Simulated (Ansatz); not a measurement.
A self-consistent single point of As (R-3m, 2 atoms in the cell) with Ansatz (a quantum-chemistry and plane-wave program).

Method: PBE (plane waves, PAW; Ansatz).

The change in words: lattice scaled by 0.98; kpoints.mp_grid.grid: 11 11 11 → 17 17 17. Reference geometry:
```
As
1.0
    3.69877    -1.88940     0.00000
    3.69877     1.88940     0.00000
    2.73362     0.00000     3.12698
As
2
Direct
  0.23172   0.23172   0.23172
  0.77300   0.77300   0.77300
```

Reference input (self-consistent single point, DFT, PBE, plane waves, default PAW files): basis.ecutwfc = 420 eV; kpoints.mp_grid.grid = 11 11 11; hamiltonian.xc = pbe; hamiltonian.pseudopotentials = {kind: paw} (the program's default PAW files); scf.occupations.method = fermi_dirac; scf.occupations.width = 0.1 eV. This run's input differs from it in these lines:

Ansatz 0.2 input:
```diff
@@ -3,5 +3,5 @@
   lattice:
-    - [3.69876600, -1.88940000, 0.00000000]
-    - [3.69876600, 1.88940000, 0.00000000]
-    - [2.73362400, 0.00000000, 3.12697900]
+    - [3.62479100, -1.85161200, 0.00000000]
+    - [3.62479100, 1.85161200, 0.00000000]
+    - [2.67895200, 0.00000000, 3.06443900]
   atoms:
@@ -12,3 +12,3 @@
 kpoints:
-  mp_grid: { grid: [11, 11, 11] }
+  mp_grid: { grid: [17, 17, 17] }
 hamiltonian:
```

Log, with long lists cut:

```
SCF iter   1: F=—  HF=-9712.211101 eV  |F-HF|=—  |Δ(HF+E_count)|=         —  Δρ=1.68e-3  dr2=1.09e-3  ethr=1.77e-3  ⟨swp⟩=5.3  Hψ=43933  notcnv=0
all-band conjugate gradients solve this SCF's bands
preconditioner: auto → Kerker (q_TF=auto, 2.588 Å⁻¹)
SCF iter   2: F=—  HF=-9712.210829 eV  |F-HF|=—  |Δ(HF+E_count)|=   2.72e-4  Δρ=1.01e-3  dr2=3.86e-4  ethr=3.65e-6  ⟨swp⟩=2.0  Hψ=20560  notcnv=0
SCF iter   3: F=—  HF=-9712.210916 eV  |F-HF|=—  |Δ(HF+E_count)|=   8.73e-5  Δρ=2.59e-4  dr2=3.67e-5  ethr=1.29e-6  ⟨swp⟩=2.0  Hψ=16639  notcnv=0
SCF iter   4: F=—  HF=-9712.210884 eV  |F-HF|=—  |Δ(HF+E_count)|=   3.21e-5  Δρ=1.29e-4  dr2=7.85e-6  ethr=1.22e-7  ⟨swp⟩=2.0  Hψ=16639  notcnv=0
SCF iter   5: F=—  HF=-9712.210884 eV  |F-HF|=—  |Δ(HF+E_count)|=   2.45e-7  Δρ=4.07e-5  dr2=7.39e-7  ethr=2.62e-8  ⟨swp⟩=2.0  Hψ=16638  notcnv=0
SCF iter   6: F=—  HF=-9712.210883 eV  |F-HF|=—  |Δ(HF+E_count)|=   8.11e-7  Δρ=1.54e-5  dr2=1.28e-7  ethr=2.46e-9  ⟨swp⟩=2.0  Hψ=16641  notcnv=0
SCF iter   7: F=-9712.210883 eV  HF=-9712.210883 eV  |F-HF|=8.29e-10  |Δ(HF+E_count)|=   7.24e-8  Δρ=3.60e-6  dr2=8.75e-9  ethr=3.33e-10  ⟨swp⟩=4.7  Hψ=36669  notcnv=0
SCF 1 converged in 7 iterations: F = -9712.210883 eV  dr2 = 8.75e-9
Free energy (F): -9712.210883 eV
Internal energy: -9712.199873 eV  (E = F + TS)
E sigma→0 (E₀):  -9712.205378 eV
Entropy (-TS):   -0.011010 eV (-5.505 meV/atom)
Fermi energy:    11.587781 eV
--- Forces (eV/Å), atoms counted from 1 ---
  atom   1  As     0.14678114    -0.00000000     0.04530397
  atom   2  As    -0.14678114     0.00000000    -0.04530397
--- Stress (GPa, compression-positive) ---
        4.562788       0.000000      -0.666114
        0.000000       6.720944       0.000000
       -0.666114       0.000000       6.515347
  P = ⅓ Tr σ = 5.9330 GPa (59.330 kbar)
  The stress holds the Pulay correction. Without it, at fixed plane waves, as pw.x and ABINIT print it: P = 5.9085 GPa
```

The run converged in 7 iterations. Against the reference run the free energy goes up by 28.3 meV/atom, the pressure goes from 0.86 to 5.93 GPa and the largest force goes from 0.254 to 0.154 eV/Å.

The starting cell has typed, rounded lattice constants, without a prior relaxation at this level. Its lattice was rescaled by up to half a per cent. One atom was moved a little off its site on purpose. For this run, on top of that: lattice scaled by 0.98. With a pressure of about 6 GPa the cell is away from its equilibrium volume at this level. Ansatz's pressure includes its estimate of the finite-basis (Pulay) stress.
